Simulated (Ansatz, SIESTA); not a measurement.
Code comparison for ZrNi5 (P1, 6 atoms in the cell)

Self-consistent single point, at a second geometry (atoms moved at random). First geometry:

```
CELL_PARAMETERS angstrom
      0.00000     3.24604     3.24604
      3.24604     0.00000     3.24604
      3.24604     3.24604     0.00000
ATOMIC_POSITIONS crystal
  Zr 0.00000 0.00000 0.00000
  Ni 0.25000 0.25000 0.25000
  Ni 0.62347 0.62347 0.62347
  Ni 0.12959 0.62347 0.62347
  Ni 0.62347 0.62347 0.12959
  Ni 0.62347 0.12959 0.62347
```
Moments meant for the start (each program seeds them in its own way; μB, in the order of the atoms Zr Ni Ni Ni Ni Ni): 0.0 2.0 0.0 0.0 0.0 0.0.

Second geometry:
```xyz
6
Lattice="0.0000 3.2460 3.2460 3.2460 0.0000 3.2460 3.2460 3.2460 0.0000" Properties=species:S:1:pos:R:3 pbc="T T T"
Zr    -0.0156    -0.0890     0.0483
Ni     1.6273     1.6038     1.6188
Ni     4.1125     4.0687     4.0743
Ni     3.9875     2.4546     2.4288
Ni     2.4595     2.4785     3.9977
Ni     2.4360     4.0907     2.4392
```
Moments meant for the start (each program seeds them in its own way; μB, in the order of the atoms Zr Ni Ni Ni Ni Ni): 0.0 2.0 0.0 0.0 0.0 0.0.

Shared settings, as Ansatz (an electronic-structure program) writes them: kpoints.mp_grid.grid = 6 6 6; scf.occupations.method = gaussian; scf.occupations.width = 0.02 Ry. Potentials and cutoffs stand in the table.

```csv
code,model,ΔF from the first geometry (meV/atom),pressure (GPa),largest force (eV/Å),cutoff
SIESTA,"GGA PBEsol, numerical atomic orbitals DZP, PseudoDojo PBEsol standard norm-conserving potentials (rewritten from UPF to PSML)",26.1,8.97,1.228,grid 300 Ry
Ansatz,"PBEsol, PAW files made with PBE",26.9,13.75,1.265,30.9 Ry
```

Size of the force on each atom (eV/Å): Sizes of forces hide their directions.

```csv
code,Zr1,Ni2,Ni3,Ni4,Ni5,Ni6
SIESTA,1.228,0.174,1.083,1.026,1.205,0.352
Ansatz,1.265,0.156,1.079,1.045,1.239,0.344
```

On Ansatz's run: the starting moments vanished: the run ended non-magnetic, which need not be the lowest state. The program warned that a starting moment was not kept.

The spread over the programs that give each value: ΔF from the first geometry within 0.8 meV/atom; pressure within 4.78 GPa; largest force within 0.037 eV/Å.

SIESTA uses small atom-centred bases, whose incompleteness enters pressures, forces and empty levels differently from a plane-wave cutoff. Ansatz's pressure is given at a fixed set of plane waves, as the other plane-wave codes print theirs; with its correction for the finite basis it is 13.83 GPa.

The starting cell comes from a database of computed structures (which also holds hypothetical and non-ambient phases and stackings), without a prior relaxation at this level. Its lattice was rescaled by a random factor within 2.5 % of one. For this run, on top of that: atoms moved at random.

Keys are those of Ansatz 0.2.
